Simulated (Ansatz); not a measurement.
BaTiO3, element substitutions

Start from BaTiO3 in the cubic perovskite structure (space group Pm-3m, No. 221).

```
BaTiO3
1.0
    3.99404     0.00000     0.00000
    0.00000     3.99404     0.00000
    0.00000     0.00000     3.99404
Ba Ti O
1 1 3
Direct
  0.00000   0.00000   0.00000
  0.50000   0.50000   0.50000
  0.00000   0.50000   0.50000
  0.50000   0.50000   0.00000
  0.50000   0.00000   0.50000
```

Each row replaces one element on all its sites; cell and atoms are relaxed.

Levels (all Ansatz, a quantum-chemistry and plane-wave program, PAW): r2SCAN (500 eV, no spin-orbit coupling); HSE06 (420 eV, no spin-orbit coupling).

Band gaps by level, all at the geometries relaxed with r2SCAN:

```json
[
 {"case": "base", "r2SCAN": "2.17 eV", "HSE06": "3.22 eV"},
 {"case": "Ti → Zr", "r2SCAN": "3.73 eV", "HSE06": "4.69 eV"},
 {"case": "Ti → Hf", "r2SCAN": "4.19 eV", "HSE06": "5.18 eV"}
]
```

Single points use the geometry relaxed with r2SCAN. The hybrid gap comes from the SCF mesh plus the semilocal run's edge points and a few special points and is an upper bound. Spin-orbit coupling, missing from the scalar runs, can matter with Hf. No phonon test of stability was made. The final runs are not spin-polarised. Many cubic perovskites are stable only at high temperature; tilts and polar distortions were not tested. This is not the structure that BaTiO3 has at room temperature and ambient pressure.
